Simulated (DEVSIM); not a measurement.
Device: illuminated Si p-on-n cell, one wavelength, at 300 K.

Layer 1 from the left is Si, thickness (μm) 0.0820, Na (cm⁻³) 2.8e18, τn (s) 4.8e-8, τp (s) 4.3e-7, absorption coefficient (cm⁻¹) 400. Layer 2 from the left is Si, thickness (μm) 42.0, Nd (cm⁻³) 1.4e16, τn (s) 9.3e-7, τp (s) 9.3e-7, absorption coefficient (cm⁻¹) 400.

Left contact: ohmic, minority electron recombination velocity 3e5 cm/s. Right contact: ohmic, minority hole recombination velocity 70000 cm/s. Voltage is applied to the left contact. Recombination: SRH at mid-gap, radiative, Auger. Light enters at the left, 6.7e17 photons cm⁻² s⁻¹, one pass, no reflection. Mobility is μmin + (μ − μmin)/(1 + (N/Nref)^α).

This is a model device: material constants are rounded textbook-type values typed into the input, and sizes, dopings and lifetimes were drawn at random. Values at 300 K.

Si: gap (eV) 1.124, affinity (eV) 4.05, permittivity 11.7, Nc (cm⁻³) 2.86e19, Nv (cm⁻³) 3.1e19, μn (cm²/Vs) 1417, μp (cm²/Vs) 470, μn,min 52, μp,min 45, Nref,n 9.7e16, Nref,p 2.2e17, αn 0.68, αp 0.72, B (cm³/s) 4.7e-15, Cn (cm⁶/s) 2.8e-31, Cp (cm⁶/s) 9.9e-32.

DEVSIM, 1D drift-diffusion, Boltzmann statistics, complete ionisation; no tunnelling, impact ionisation, image-force lowering or self-heating.

Dark forward current:

```tsv
|V| (V)	|J| (A/cm²)
0.05	3.814e-9
0.10	1.369e-8
0.15	4.172e-8
0.20	1.272e-7
0.25	4.187e-7
0.30	1.603e-6
0.35	7.458e-6
0.40	4.136e-5
0.45	0.0002569
0.50	0.001692
0.55	0.01145
0.60	0.07795
0.65	0.5175
0.70	3.013
0.75	13.48
0.80	46.36
0.85	125.7
0.90	277.3
0.95	521.0
1.00	870.6
1.05	1335
1.10	1920
1.15	2631
```

Question: Work out the local ideality factor n = ΔV / (kT/q · ln(J2/J1)) between the rows 0.15 and 0.20 V, 0.55 and 0.60 V, 1.10 and 1.15 V.

Answer: kT/q = 25.85 mV. From 0.15 to 0.20 V: ln(1.272e-7/4.172e-8) = 1.115, n = 1.74. From 0.55 to 0.60 V: ln(0.07795/0.01145) = 1.918, n = 1.01, near the 1 of diffusion or emission over a barrier. From 1.10 to 1.15 V: ln(2631/1920) = 0.315, n = 6.14.

Question: What current could the absorbed light give at most, and what share is collected?

Answer: Σ αd = 1.68, so qΦ(1 − exp(−Σ αd)) = 87.4 mA/cm². The simulated short-circuit current is 51.20 mA/cm², a share of 0.59.

Question: Estimate the open-circuit voltage by superposition: the voltage at which the dark current equals that short-circuit current.

Answer: Interpolating ln J in the table gives 0.589 V. The simulation gives 0.589 V, the same within the digits that matter. Superposition holds where collection doesn't change with voltage.

Question: Estimate the fill factor from FF0 = (v − ln(v + 0.72))/(v + 1), v = qVoc/(nkT), with n from the dark curve.

Answer: The rows about Voc, 0.55 and 0.60 V, give n = 1.01, so v = 22.6 and FF0 = 0.824. The simulation gives 0.820, the same within the digits that matter.
